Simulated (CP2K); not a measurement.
A self-consistent single point of ZrZn (P1, 2 atoms in the cell) with CP2K.

Level of theory: CP2K with PBEsol, GPW, DZVP-MOLOPT-SR-GTH basis, GTH-PBE potentials (GTH_POTENTIALS).

The change in words: atoms moved at random. Reference geometry:
```
ZrZn
1.0
    3.26049     0.00000     0.00000
    0.00000     3.26049     0.00000
    0.00000     0.00000     3.26049
Zr Zn
1 1
Direct
  0.50000   0.50000   0.50000
  0.00000   0.00000   0.00000
```

Reference input (self-consistent single point, DFT PBEsol, GPW, DZVP-MOLOPT-SR-GTH basis, GTH-PBE potentials (GTH_POTENTIALS)): CUTOFF = 600 Ry; REL_CUTOFF = 50 Ry; SMEAR/METHOD = FERMI_DIRAC; ELECTRONIC_TEMPERATURE = 1160.45 K; KPOINTS/SCHEME = MONKHORST-PACK 7 7 7; XC_FUNCTIONAL = PBE:PBESOL; Zr/BASIS_SET = DZVP-MOLOPT-SR-GTH-q12; Zr/POTENTIAL = GTH-PBE-q12; Zn/BASIS_SET = DZVP-MOLOPT-SR-GTH-q12; Zn/POTENTIAL = GTH-PBE-q12; METHOD = GPW; EPS_DEFAULT = 1e-11. This run's input differs from it in these lines:

```diff
@@ -73,4 +73,4 @@
       SCALED
-      Zr       0.50000000     0.50000000     0.50000000
-      Zn       0.00000000     0.00000000     0.00000000
+      Zr       0.48828000     0.48896400     0.50928400
+      Zn       0.01172000     0.01103600    -0.00928400
     &END COORD
```

Output (repeated stretches shortened):

```
 SCF WAVEFUNCTION OPTIMIZATION

  Step     Update method      Time    Convergence         Total energy    Change
     1 NoMix/Diag. 0.20E+00      -     1.52720187      -107.9196722960 -1.08E+02
     2 Broy./Diag. 0.20E+00      -     0.06789767      -108.6231136318 -7.03E-01
     3 Broy./Diag. 0.20E+00      -     0.06204267      -108.0535589200  5.70E-01
     4 Broy./Diag. 0.20E+00      -     0.03671273      -107.5504441831  5.03E-01
     5 Broy./Diag. 0.20E+00      -     0.01044298      -107.3883935667  1.62E-01
     6 Broy./Diag. 0.20E+00      -     0.00342319      -107.4484133291 -6.00E-02
   [... 5 lines left out ...]
    12 Broy./Diag. 0.20E+00      -     0.00000531      -107.4569620801 -4.47E-05
    13 Broy./Diag. 0.20E+00      -     0.00000046      -107.4569571000  4.98E-06
    14 Broy./Diag. 0.20E+00      -     0.00000080      -107.4569527383  4.36E-06
    15 Broy./Diag. 0.20E+00      -     0.00000003      -107.4569530997 -3.61E-07
  *** SCF run converged in    15 steps ***

  Overlap energy of the core charge distribution:               0.00000000000813
  Self energy of the core charge distribution:               -166.07933673395780
  Core Hamiltonian energy:                                     44.48110276989480
  Hartree energy:                                              28.89499203299182
  Exchange-correlation energy:                                -14.75282709670452
  Electronic entropic energy:                                  -0.00088407198840
  Fermi energy:                                                 0.37680999950436

  Total energy:                                              -107.45695309970435
  Total energy (extrapolated to T->0):                       -107.45651106371015

   [... lines left out ...]

 STRESS| Analytical stress tensor [bar]
 STRESS|                        x                   y                   z
 STRESS|      x        4.81186350941E+04   3.40748060237E+03  -2.88353064634E+03
 STRESS|      y        3.40748060237E+03   4.84013371869E+04  -2.72169720231E+03
 STRESS|      z       -2.88353064634E+03  -2.72169720231E+03   4.89707219624E+04
 STRESS| 1/3 Trace                                             4.84968980811E+04
```

The run converged in 15 iterations. Against the reference run the free energy goes up by 18.0 meV/atom, the pressure goes from 4.23 to 4.85 GPa and the largest force goes from 0.000 to 0.655 eV/Å.

The starting cell comes from a database of computed structures (which also holds hypothetical and non-ambient phases and stackings), without a prior relaxation at this level. Its lattice was rescaled by a random factor within 2.5 % of one. For this run, on top of that: atoms moved at random. Values carry the incompleteness of an atom-centred basis. The potentials were made for another functional than the one used. With a pressure of about 5 GPa the cell is away from its equilibrium volume at this level.

Cost on one core of a shared machine: roughly 2 min.
